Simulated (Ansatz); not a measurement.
System: Hf (model structure, started from the fcc type, Fm-3m, No. 225, 1 atom in the cell). Method: PBEsol in Ansatz (PAW).

Excerpt of the program's output:

```
WARN output.stress: scf.convergence.dr2_threshold = 1e-7 eV (the SCF's general default) is looser than the 1e-10 eV advised for a printed stress (1e-10 eV for …
Relaxation: its limit of steps is 80 (relax.max_steps)
Crystal: 1 atoms, lattice volume = 21.138 Å³
Basis set: ecut = 520 eV, 537 PW (Γ), exchange–correlation on 48×48×48 points (8 copies of the dense FFT grid, shifted against one another)
Bands: 17, of which v1, the nominal top of the filled ones, is band 13 counted from 1 (12 counted from 0)
Symmetry: 48 space group operations
Space group: Fm-3m (ITA 225), of the structure as read, at distance tolerance 2.8e-5 Å
k-points: 328 of 10648
Functional: x = pbesol(κ = 0.804, μ = 0.12345679012345678), c = pbesol(β = 0.046)
SCF iter   1: F=—  HF=-15597.960211 eV  |F-HF|=—  |Δ(HF+E_count)|=         —  Δρ=2.64e-3  dr2=6.38e-4
SCF iter   2: F=—  HF=-15597.960317 eV  |F-HF|=—  |Δ(HF+E_count)|=   1.07e-4  Δρ=1.54e-3  dr2=1.82e-4
  ...
SCF iter   5: F=-15597.960415 eV  HF=-15597.960415 eV  |F-HF|=2.69e-8  |Δ(HF+E_count)|=   2.38e-7  Δρ=9.43e-6  dr2=5.58e-9
SCF iter   6: F=-15597.960415 eV  HF=-15597.960415 eV  |F-HF|=8.39e-10  |Δ(HF+E_count)|=   2.69e-8  Δρ=2.77e-6  dr2=5.25e-10
SCF 1 converged in 6 iterations: F = -15597.960415 eV  dr2 = 5.25e-10
relax step   1: F+E_penalty+E_count = -15597.96041501 eV  Δ(F+E_penalty+E_count) = +0.000e0 eV  max|allowed force component| = 0.000e0 eV/Å  Δτ_max = 0.0000 Å  (6 SCF iters, accepted)
SCF converged after 6 iterations
Free energy (F): -15597.960415 eV
Internal energy: -15597.948858 eV  (E = F + TS)
E sigma→0 (E₀):  -15597.954636 eV
Fermi energy:    20.835966 eV
--- Forces (eV/Å), atoms counted from 1 ---
  atom   1  Hf    -0.00000000    -0.00000000     0.00000000
--- Stress (GPa, compression-positive) ---
        2.250920      -0.000000       0.000000
       -0.000000       2.250920      -0.000000
        0.000000       0.000000       2.250920
  P = ⅓ Tr σ = 2.2509 GPa (22.509 kbar)
```

Q: Write an input file that could have produced this run (the log leaves some choices open).

A: This is not unique; one that fits is 
Ansatz 0.2 input:
```yaml
crystal:
  lattice:
    - [0.0, 2.1945340751, 2.1945340751]
    - [2.1945340751, 0.0, 2.1945340751]
    - [2.1945340751, 2.1945340751, 0.0]
  atoms:
    - { symbol: Hf, position: [0.0, 0.0, 0.0] }
basis:
  ecutwfc: 520
  ecutrho_ratio: 4
  xc_grid: 2
kpoints:
  mp_grid: { grid: [22, 22, 22] }
hamiltonian:
  xc: pbesol
  dispersion: none
  pseudopotentials: { kind: paw }
scf:
  occupations: { method: fermi_dirac, width: 0.05 }
output:
  forces: false
  stress: true
  eigenvalues: true
relax:
  f_tol: 0.004
  escape_saddle: false
  max_steps: 80
```

The cell is one volume of an energy–volume scan, off the minimum.

The PAW data were made under PBE.

Note: the relaxation could raise the start's symmetry but not lower it, so the cell can be a saddle point.

The result took around 10 core-seconds (rough).

A model structure was made by putting elements into a prototype or built by hand; it is no filed structure, need not be a known phase, and can be a saddle point held by its symmetry.

Ansatz is an electronic-structure program.
